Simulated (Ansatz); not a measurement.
A user runs Ansatz (a first-principles code) on Lu2CdO4 (Fd-3m, 14 atoms in the cell) and asks whether the run is sound. The aim is a self-consistent single point with DFT, PBE, plane waves, default PAW files.

Cell that was meant: a = 6.3798 Å, b = 6.3798 Å, c = 6.3798 Å, α = 60.00°, β = 60.00°, γ = 60.00°.

Part of the input:

Ansatz 0.2 input:
```yaml
    - { symbol: O, position: [0.337800, 0.887400, 0.887400] }
    - { symbol: O, position: [0.887400, 0.337800, 0.887400] }
    - { symbol: O, position: [0.887400, 0.887400, 0.337800] }
basis:
  ecutwfc: 12.5 Ry
kpoints:
  mp_grid: { grid: [4, 4, 4] }
hamiltonian:
```

Log, with long lists cut:

```
   [... lines left out ...]
Symmetry: 48 space group operations
Space group: Fd-3m (ITA 227), of the structure as read, at distance tolerance 5.7e-5 Å
k-points: 8 of 64
Initial density: superposition of atomic densities (neutral atoms: chi_scale 0, normalization atom), corrected by the library's trained network
Initial wavefunctions: pseudopotential atomic-orbital guess
Eigensolver: davidson
Functional: x = pbe(κ = 0.804, μ = 0.2195149727645171), c = pbe(β = 0.06672455060314922)
SCF iter   1: F=—  HF=-79794.145982 eV  |F-HF|=—  |Δ(HF+E_count)|=         —  Δρ=2.93e-1  dr2=8.11e1  ethr=1.77e-3  ⟨swp⟩=4.5  Hψ=2724  notcnv=0  defer=17
all-band conjugate gradients solve this SCF's bands
preconditioner: auto → Resta (q_TF=auto, 2.739 Å⁻¹)
SCF iter   2: F=—  HF=-79731.396639 eV  |F-HF|=—  |Δ(HF+E_count)|=    6.27e1  Δρ=9.83e-2  dr2=6.41e0  ethr=1.77e-3  ⟨swp⟩=3.0  Hψ=2430  notcnv=0  defer=74
   [... lines left out ...]
SCF iter   8: F=—  HF=-79725.321244 eV  |F-HF|=—  |Δ(HF+E_count)|=   1.72e-2  Δρ=7.15e-5  dr2=7.71e-6  ethr=1.11e-8  ⟨swp⟩=2.0  Hψ=1508  notcnv=0  defer=106
SCF iter   9: F=—  HF=-79725.321243 eV  |F-HF|=—  |Δ(HF+E_count)|=   1.15e-6  Δρ=1.03e-5  dr2=2.46e-7  ethr=4.10e-9  ⟨swp⟩=2.0  Hψ=1482  notcnv=0  defer=106
SCF iter  10: F=-79725.321243 eV  HF=-79725.321243 eV  |F-HF|=1.05e-8  |Δ(HF+E_count)|=   1.45e-7  Δρ=3.88e-6  dr2=1.87e-8  ethr=5.32e-11  ⟨swp⟩=8.9  Hψ=3291  notcnv=0
SCF 1 converged in 10 iterations: F = -79725.321243 eV  dr2 = 1.87e-8
Free energy (F): -79725.321243 eV
Internal energy: -79725.321169 eV  (E = F + TS)
E sigma→0 (E₀):  -79725.321206 eV
Entropy (-TS):   -0.000075 eV (-0.005 meV/atom)
Fermi energy:    13.714699 eV
--- Forces (eV/Å), atoms counted from 1 ---
  atom   1  Lu     0.00000000    -0.00000000     0.00000000
  atom   2  Lu     0.00000000    -0.00000000    -0.00000000
  atom   3  Lu     0.00000000    -0.00000000    -0.00000000
  atom   4  Lu     0.00000000    -0.00000000     0.00000000
  atom   5  Cd     0.00000000     0.00000000     0.00000000
  atom   6  Cd     0.00000000    -0.00000000     0.00000000
  atom   7  O     -0.19063120    -0.19063120    -0.19063120
   [... lines left out ...]
  atom  14  O     -0.19063120    -0.19063120     0.19063120
--- Stress (GPa, compression-positive) ---
       45.274369       0.000000      -0.000000
        0.000000      45.274369      -0.000000
        0.000000      -0.000000      45.274369
  P = ⅓ Tr σ = 45.2744 GPa (452.744 kbar)
  The stress holds the Pulay correction. Without it, at fixed plane waves, as pw.x and ABINIT print it: P = -747.6815 GPa
```

Is this run sound? If not, what is wrong?

The run is not sound. The fault is a basis or grid far too coarse for these potentials. The error of an incomplete plane-wave basis or grid does not cancel at such settings. To fix it, restore the cutoff that the potentials need and check convergence. The run converged in 10 iterations without an error; against the sound input the free energy rises by 19.3 eV/atom, the pressure goes from 23.94 to 45.27 GPa, the largest force goes from 0.587 to 0.330 eV/Å and the gap on the mesh goes from 2.242 to 1.550 eV. At a fixed set of plane waves, without the program's Pulay estimate, the pressure is -747.68 GPa against 23.30 GPa.

An input that runs soundly differs in these lines (not the only fix; some lines may just follow from the change or write a value another way):
```diff
-basis:
-  ecutwfc: 12.5 Ry
```

With that input, the run converged in 8 iterations: free energy E − TS (on the zero of these files) -79995.3926 eV; gap on the k-point mesh 2.24 eV; pressure 23.94 GPa; largest force (vector length) 0.587 eV/Å (DFT, PBE, plane waves, default PAW files).

On the sound input: the starting cell was generated: these elements placed on a structure prototype, without a prior relaxation; it need not be a known phase or ordering of this composition. Spin-orbit coupling is off. With a pressure of about 24 GPa the cell is away from its equilibrium volume at this level. Ansatz's pressure includes its estimate of the finite-basis (Pulay) stress. Without the estimate this run gives 23.30 GPa.
